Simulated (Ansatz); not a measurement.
System: interstitial Al in silicon (charge state +1). The step: a direct jump of one Al atom; the atom moves 2.35 Å along (0.25, 0.25, 0.25) of the unit cell; the moving atom starts with neighbours 4 Si at 2.50, 3 Si at 2.76, 3 Si at 2.78 Å and ends with 4 Si at 2.50, 3 Si at 2.77, 3 Si at 2.78 Å. DFT values are from Ansatz (plane-wave PAW, 420 eV unless said) in a cell of 216 host sites, spin-restricted, static, with no finite-size correction. The charge state is imposed; whether it is stable for some Fermi level was not computed. Sites that were not tried may lie lower. For the PBE band: the program found a first-order saddle point.

```json
[
 {"Level": "PBE, one k-point at (0.250, 0.250, 0.250), band relaxed", "Forward barrier (eV)": "1.14", "Cost of the band or of the saddle's single point": "roughly 2.6 core-hours"},
 {"Level": "PBE, a 2×2×2 k-point mesh shifted by half a step, same geometries", "Forward barrier (eV)": "1.27", "Cost of the band or of the saddle's single point": "around 20 core-minutes (rough)"},
 {"Level": "r2SCAN at 500 eV, one k-point at (0.250, 0.250, 0.250), same geometries", "Forward barrier (eV)": "(withheld)", "Cost of the band or of the saddle's single point": "around 8 core-minutes (rough)"}
]
```

Task: Some entries are withheld; supply them.

Result: 
- r2SCAN at 500 eV, one k-point at (0.250, 0.250, 0.250), same geometries, Forward barrier (eV): 1.22

Ansatz is a first-principles code.
